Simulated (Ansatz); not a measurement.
Consider GaAs in the zinc blende structure (space group F-43m, No. 216; a = 5.6028 Å). Axes: x, y, z lie along the cube axes.

Computed with Kohn–Sham DFT with the LDA functional, run in Ansatz (a first-principles code) with PAW and 420 eV plane waves, scalar-relativistic without spin-orbit coupling.

Modification: the cell is stretched by 1.00 % along z with no lateral relaxation, atoms relaxed at fixed cell.

Q: Predict the stress tensor and what it implies for the stiffness.

A: Stress of the strained cell less that of the base (GPa, compression positive):
```
  -0.51    0.00    0.00
   0.00   -0.51    0.00
   0.00    0.00   -1.15
```

Then −Δσ_ii/ε with ε = 0.0100 gives relaxed-ion elastic constants: C33 ≈ 115 GPa, C13 ≈ 51 GPa and C23 ≈ 51 GPa.

Whether these cells are dynamically stable was not tested.
